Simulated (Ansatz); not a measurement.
# Li (model structure, started from the diamond type, Fd-3m, No. 227, 2 atoms in the cell)

Computed with PBEsol (Ansatz, an electronic-structure program, plane waves, PAW).

Numerical settings: plane-wave cutoff 520 eV, 16×16×16 k mesh, Fermi–Dirac smearing 0.05 eV, scalar-relativistic PAW data made under PBE.

Cell (relaxed at this level):

```yaml
crystal:
  lattice:
    - [0.00000, 2.94005, 2.94005]
    - [2.94005, 0.00000, 2.94005]
    - [2.94005, 2.94005, 0.00000]
  atoms:
    - { symbol: Li, position: [0.25000, 0.25000, 0.25000] }
    - { symbol: Li, position: [0.00000, 0.00000, 0.00000] }
```

```json
{
 "band_gap": "zero (no gap)"
}
```

Note: the relaxation could raise the start's symmetry but not lower it, so the cell can be a saddle point.

Static lattice: no zero-point or thermal effects.

It cost around 23 core-seconds (rough) of CPU time.

A model structure was made by putting elements into a prototype or built by hand; it is no filed structure, need not be a known phase, and can be a saddle point held by its symmetry.
